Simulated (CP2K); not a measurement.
Input and output of a self-consistent single point for LaB₆ (Pm-3m, 7 atoms in the cell) (CP2K).

Level of theory: PBE, GPW, DZVP-MOLOPT-SR-GTH basis, GTH-PBE potentials (GTH_POTENTIALS) (CP2K).

```xyz
7
Lattice="4.1862 0.0000 0.0000 0.0000 4.1862 0.0000 0.0000 0.0000 4.1862" Properties=species:S:1:pos:R:3 pbc="T T T"
La     0.0000     0.0000     0.0000
B      3.3495     2.0931     2.0931
B      0.8367     2.0931     2.0931
B      2.0931     3.3495     2.0931
B      2.0931     0.8367     2.0931
B      2.0931     2.0931     3.3495
B      2.0931     2.0931     0.8367
```

Reference input (self-consistent single point, DFT PBE, GPW, DZVP-MOLOPT-SR-GTH basis, GTH-PBE potentials (GTH_POTENTIALS)): CUTOFF = 500 Ry; REL_CUTOFF = 60 Ry; SMEAR/METHOD = GAUSSIAN; SIGMA = 0.136 eV; KPOINTS/SCHEME = MONKHORST-PACK 7 7 7; XC_FUNCTIONAL = PBE; La/BASIS_SET = DZVP-MOLOPT-SR-GTH-q11; La/POTENTIAL = GTH-PBE-q11; B/BASIS_SET = DZVP-MOLOPT-SR-GTH-q3; B/POTENTIAL = GTH-PBE-q3; METHOD = GPW; EPS_DEFAULT = 1e-10. This run's input differs from it in these lines:

```diff
@@ -40,3 +40,3 @@
     &KPOINTS
-      SCHEME MONKHORST-PACK 7 7 7
+      SCHEME MONKHORST-PACK 5 5 5
     &END KPOINTS
```

The program printed (abridged):

```
 SCF WAVEFUNCTION OPTIMIZATION

  Step     Update method      Time    Convergence         Total energy    Change
     1 NoMix/Diag. 0.20E+00      -     1.37787804       -49.9317974579 -4.99E+01
     2 Broy./Diag. 0.20E+00      -     0.08275901       -47.7601744889  2.17E+00
     3 Broy./Diag. 0.20E+00      -     0.14442853       -48.3982626078 -6.38E-01
     4 Broy./Diag. 0.20E+00      -     0.02494192       -48.6255205855 -2.27E-01
     5 Broy./Diag. 0.20E+00      -     0.02160724       -48.7668316329 -1.41E-01
     6 Broy./Diag. 0.20E+00      -     0.00253192       -48.8123710828 -4.55E-02
   [... 2 lines left out ...]
     9 Broy./Diag. 0.20E+00      -     0.00082326       -48.8049004174  3.74E-03
    10 Broy./Diag. 0.20E+00      -     0.00000165       -48.8036854264  1.21E-03
    11 Broy./Diag. 0.20E+00      -     0.00001147       -48.8037144051 -2.90E-05
    12 Broy./Diag. 0.20E+00      -     0.00000021       -48.8037387875 -2.44E-05
  *** SCF run converged in    12 steps ***

  Overlap energy of the core charge distribution:               0.00000127532757
  Self energy of the core charge distribution:               -100.15751204168276
  Core Hamiltonian energy:                                     24.93142533141019
  Hartree energy:                                              37.43999977336037
  Exchange-correlation energy:                                -11.01685549921913
  Smearing free energy correction:                             -0.00079762697211
  Fermi energy:                                                 0.36201500745711

  Total energy:                                               -48.80373878753352
  Total energy (extrapolated to sigma->0):                    -48.80333997404746

   [... lines left out ...]

 STRESS| Analytical stress tensor [bar]
 STRESS|                        x                   y                   z
 STRESS|      x       -3.15944770290E+04  -1.40560685756E-04  -1.04953718506E-02
 STRESS|      y       -1.40560685756E-04  -3.15944755103E+04  -1.04951556508E-02
 STRESS|      z       -1.04953718506E-02  -1.04951556508E-02  -3.15949210009E+04
 STRESS| 1/3 Trace                                            -3.15946245134E+04
```

The run converged in 12 iterations. Against the reference run the free energy hardly moves (within 1 meV/atom), the pressure moves little (-3.08 to -3.16 GPa) and the largest force goes from 0.133 to 0.153 eV/Å.

The starting cell comes from a database of computed structures (which also holds hypothetical and non-ambient phases and stackings), without a prior relaxation at this level. Its lattice was rescaled by a random factor within 2.5 % of one. Values carry the incompleteness of an atom-centred basis. With a pressure of about -3 GPa the cell is away from its equilibrium volume at this level.

Cost on one core of a shared machine: roughly 80 s.
